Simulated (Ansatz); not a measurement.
## Several settings converged on SrNiGe₂ (Cm, 8 atoms in the cell)

```
CELL_PARAMETERS angstrom
      2.21221    -8.62467     0.00000
      2.21221     8.62467     0.00000
      0.00000     0.00000     4.19818
ATOMIC_POSITIONS crystal
  Sr 0.89243 0.10757 0.76191
  Sr 0.10757 0.89243 0.25000
  Ni 0.68229 0.31771 0.75000
  Ni 0.31771 0.68229 0.25000
  Ge 0.54346 0.45654 0.75000
  Ge 0.45654 0.54346 0.25000
  Ge 0.25084 0.74916 0.75000
  Ge 0.74916 0.25084 0.25000
```

Base method: LDA (PW92), default PAW files made with PBE (plane waves; Ansatz, a program for electronic structure).

Base settings: basis.ecutwfc = 30.9 Ry; kpoints.mp_grid.grid = 3 3 3; hamiltonian.xc = lda; hamiltonian.pseudopotentials = {kind: paw} (the program's default PAW files); scf.occupations.method = gaussian; scf.occupations.width = 0.0073 Ry.

The count of work is k-points × plane waves × bands × iterations; it is no time. Core times come from one kind of shared machine, to one figure; runs under 30 s give none.

**The cutoff for other potential files**

Level: DFT, LDA (PW92), plane waves, harder PAW files (source: ansatz) made with PBE.

In this ladder: hamiltonian.pseudopotentials = {kind: paw, source: ansatz}.

The second cell is the first with its lattice scaled by 0.98.

The mesh stays at the base's, so the ladder's end is converged at best in this setting alone.

The first pressure column holds Ansatz's estimate of the finite-basis (Pulay) stress, which hides part of the cutoff error; the other is without it.

Only quantities that move along the ladder and can be compared are tabulated.

```csv
basis.ecutwfc,free energy less the last step's (meV/atom),energy of the compressed cell less the first (meV/atom),pressure (GPa),pressure without the Pulay estimate (GPa),largest difference of a force vector from the last step's (eV/Å),count of work / last,core time / last (rough)
30.5 Ry,6327.93,-95.38,-6.04,-251.94,0.314,0.097,–
37.1 Ry,1192.47,-15.23,-4.80,-68.15,0.052,0.13,–
47.4 Ry,53.86,-20.28,-4.91,-9.35,0.008,0.21,–
57.3 Ry,2.94,-20.67,-4.93,-5.11,0.000,0.28,–
67.6 Ry,0.93,-20.71,-4.93,-4.95,0.000,0.35,0.4
81.2 Ry,0.48,-20.72,-4.93,-4.95,0.000,0.46,0.5
101.4 Ry,0.11,-20.72,-4.93,-4.94,0.000,0.65,0.7
135.2 Ry,0.00,-20.72,-4.93,-4.93,0.000,1.0,1
```

Coarsest basis.ecutwfc that holds the forces within 0.005 eV/Å of the last step, with all finer ones: 57.3 Ry, at 0.28 of the last step's count of work; the step before is off by 0.008 eV/Å.

Coarsest basis.ecutwfc that holds the pressure within 0.1 GPa of the last step, with all finer ones: 47.4 Ry, at 0.21 of the last step's count of work; the step before is off by 0.13 GPa.

Coarsest basis.ecutwfc that holds the energy of the compressed cell less the first within 0.5 meV/atom of the last step, with all finer ones: 47.4 Ry, at 0.21 of the last step's count of work; the step before is off by 5.5 meV/atom.

The energy difference between the two cells stays within 1 meV/atom of the last step's from 47.4 Ry on, the total only from 67.6 Ry on: much of the error is common to both cells and cancels.

At the lowest cutoff the pressure without the Pulay estimate lies 247 GPa under the last step's, the usual sign of Pulay stress in an incomplete plane-wave basis.

**The density cutoff**

The mesh stays at the base's, so the ladder's end is converged at best in this setting alone.

Only quantities that move along the ladder and can be compared are tabulated.

```tsv
basis.ecutrho_ratio	free energy less the last step's (meV/atom)	pressure (GPa)	largest difference of a force vector from the last step's (eV/Å)
2	-16.28	-4.16	0.012
3	-0.34	-4.92	0.001
4	-0.01	-4.93	0.000
5	0.00	-4.93	0.000
6	0.00	-4.93	0.000
8	0.00	-4.93	0.000
10	0.00	-4.93	0.000
12	0.00	-4.93	0.000
16	0.00	-4.93	0.000
```

Coarsest basis.ecutrho_ratio that holds the free energy within 2 meV/atom of the last step, with all finer ones: 3; the step before is off by 16 meV/atom.

Coarsest basis.ecutrho_ratio that holds the pressure within 0.1 GPa of the last step, with all finer ones: 3; the step before is off by 0.77 GPa.

Coarsest basis.ecutrho_ratio that holds the forces within 0.01 eV/Å of the last step, with all finer ones: 3; the step before is off by 0.012 eV/Å.

**The relaxed cell against the cutoff**

On SrNiGe2 (Cmcm, 8 atoms in the cell): atoms on their sites.

In this ladder: relax = cell and atoms.

The mesh stays at the base's, so the ladder's end is converged at best in this setting alone.

Only quantities that move along the ladder and can be compared are tabulated.

| basis.ecutwfc | relaxed volume (Å³/atom) | relaxation steps | core time / last (rough) |
|---|---|---|---|
| 18.4 Ry | 18.645 | 57 | 1 |
| 21.7 Ry | 18.759 | 35 | 1 |
| 26.1 Ry | 18.742 | 12 | 0.5 |
| 30.9 Ry | 18.729 | 7 | 0.4 |
| 37.1 Ry | 18.727 | 9 | 0.6 |
| 46.3 Ry | 18.727 | 8 | 0.8 |
| 61.7 Ry | 18.728 | 7 | 1 |

Coarsest basis.ecutwfc that holds the relaxed volume within 0.019 Å³/atom of the last step, with all finer ones: 26.1 Ry; the step before is off by 0.031 Å³/atom.

At the lowest cutoff the cell relaxes to a volume 0.4 % smaller than at the highest. Ansatz relaxes on a stress corrected for the finite basis.

On the base run: the starting cell comes from a database of computed structures (which also holds hypothetical and non-ambient phases and stackings), without a prior relaxation at this level. Its lattice was rescaled by up to half a per cent. One atom was moved a little off its site on purpose. Spin polarisation is off. Without a gap this mesh is coarse (it stands for a supercell whose shortest vector is 13 Å).

Left out of this page: 1 run of the series failed or unconverged.

Keys are those of Ansatz 0.2.
